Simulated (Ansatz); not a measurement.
A working Ansatz (a first-principles code) input for Mn3Sn (P6_3/mmc, 8 atoms in the cell) (DFT, PBE, plane waves, default PAW files):

Ansatz 0.2 input:
```yaml
crystal:
  lattice:
    - [5.49344500, 0.00000000, 0.00000000]
    - [-2.74672200, 4.75746300, 0.00000000]
    - [0.00000000, 0.00000000, 4.40616800]
  atoms:
    - { symbol: Mn, position: [0.83920000, 0.67840000, 0.25000000], spin: 4.0 }
    - { symbol: Mn, position: [0.16080000, 0.83920000, 0.75000000], spin: 4.0 }
    - { symbol: Mn, position: [0.32160000, 0.16080000, 0.25000000], spin: 4.0 }
    - { symbol: Mn, position: [0.16080000, 0.32160000, 0.75000000], spin: 4.0 }
    - { symbol: Mn, position: [0.83920000, 0.16080000, 0.25000000], spin: 4.0 }
    - { symbol: Mn, position: [0.67840000, 0.83920000, 0.75000000], spin: 4.0 }
    - { symbol: Sn, position: [0.33333300, 0.66666700, 0.25000000] }
    - { symbol: Sn, position: [0.66666700, 0.33333300, 0.75000000] }
kpoints:
  mp_grid: { grid: [5, 5, 5] }
hamiltonian:
  xc: pbe
  pseudopotentials: { kind: paw }
magnetization:
  spin_polarized: true
scf:
  occupations: { method: cold, width: 0.2 }
output:
  forces: true
  eigenvalues: true
  stress: true
```

The run converged, with 26 iterations in all over 2 SCF loops: free energy E − TS (on the zero of these files) -35439.9023 eV; Fermi level (on the code's own zero) 16.52 eV; pressure -5.83 GPa; largest force (vector length) 0.866 eV/Å; size of the cell's spin moment 11.95 μB. Each of these slips is then made, one at a time:

(1)
```diff
-  lattice:
+  cell:
```

(2)
```diff
+  convergence: { dr2_threshold: 1.0e-01 eV }
```

**Question.** Predict the outcome of each change.

**Answer.** 
(1) A keyword that the program does not know. The program stopped before any SCF iteration.
```
Error: YAML parse error: error: line 2 column 3: unknown field `cell`, expected one of checkpoint, saddle_side, structure_sha256, lattice, periodic, space_group, setting, atoms, reduce_to_primitive, conventional_axes, supercell, defects, symmetry, host
 --> <input>:2:3
  |
1 | crystal:
2 |   cell:
  |   ^ unknown field `cell`, expected one of check [...]
```

(2) A convergence threshold that is too loose. The run converged, with 13 iterations in all over 2 SCF loops without an error; against the sound input the free energy is nearly the same (within 1 meV/atom), the pressure goes from -5.83 to -5.57 GPa, the largest force hardly changes (0.866 to 0.861 eV/Å) and the size of the net moment moves little (1.49 to 1.51 μB/atom).

The starting cell was generated: these elements placed on a structure prototype, without a prior relaxation; it need not be a known phase or ordering of this composition. The magnetic order is the one reached from the typed start; others were not searched systematically. The program warned that, by what it read of turns of the moments, another magnetic order lies lower. In the base run, with a pressure of about -6 GPa the cell is away from its equilibrium volume at this level. Ansatz's pressure includes its estimate of the finite-basis (Pulay) stress.

Left out of this page: 3 runs of the series outside the window shown, repeating another row's setting, or not comparable; 1 run of the series stopped by limits of time or memory.
